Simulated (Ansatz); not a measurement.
# What tensor shear ε_yz = −0.30 % does to MgO

Consider MgO in the rock salt structure (space group Fm-3m, No. 225; a = 4.2141 Å). Axes: x, y, z lie along the cube axes.

The change: a pure shear with ε_yz = ε_zy = -0.0030, atoms relaxed at fixed cell.

Computed with PBEsol (Ansatz, a first-principles code, PAW, no spin-orbit coupling). Γ-centred 13×13×13 mesh, Fermi–Dirac width 0.05 eV.

```json
[
 {"quantity": "volume per atom", "base": "9.35 Å³", "changed": "9.35 Å³", "shift": "0.00 Å³"},
 {"quantity": "space group", "base": "Fm-3m (No. 225)", "changed": "Immm (No. 71)", "shift": "–"},
 {"quantity": "shortest interatomic distance", "base": "2.107 Å", "changed": "2.107 Å", "shift": "0.000 Å"},
 {"quantity": "energy relative to the base (free energy F)", "base": "0 meV/atom", "changed": "+0.2 meV/atom", "shift": "+0.2 meV/atom"},
 {"quantity": "pressure (mean of the normal stresses, compression positive)", "base": "0.0 kbar", "changed": "0.0 kbar", "shift": "0.0 kbar"},
 {"quantity": "band gap", "base": "4.62 eV", "changed": "4.60 eV", "shift": "-0.02 eV"},
 {"quantity": "gap character", "base": "direct at Γ", "changed": "direct at Γ", "shift": "–"},
 {"quantity": "electron mass", "base": "0.34 mₑ (at Γ)", "changed": "0.34 mₑ (at Γ)", "shift": "–"},
 {"quantity": "valence-band top at Γ (three highest levels, from the VBM)", "base": "0.00, 0.00, 0.00 eV", "changed": "0.00, -0.02, -0.04 eV", "shift": "–"},
 {"quantity": "stress (xx, yy, zz, yz, xz, xy; compression positive)", "base": "–", "changed": "(0.00, 0.01, 0.01, 0.87, 0.00, 0.00) GPa", "shift": "–"}
]
```

Final structure:

```xyz
2
Lattice="0.0000 2.1007 2.1007 2.1071 -0.0063 2.1071 2.1071 2.1071 -0.0063" Properties=species:S:1:pos:R:3 pbc="T T T"
O      0.0000     0.0000     0.0000
Mg     2.1071     2.1007     2.1007
```

Cost of the whole job for the changed cell (relaxation, final SCF and bands): around 22 core-seconds (rough).

The cells carry an imposed strain or load. Masses are band curvatures over ±0.01 Å⁻¹ around the edge. Stability against distortions was not tested. Labels are those of the standard path for the cell's own space group.
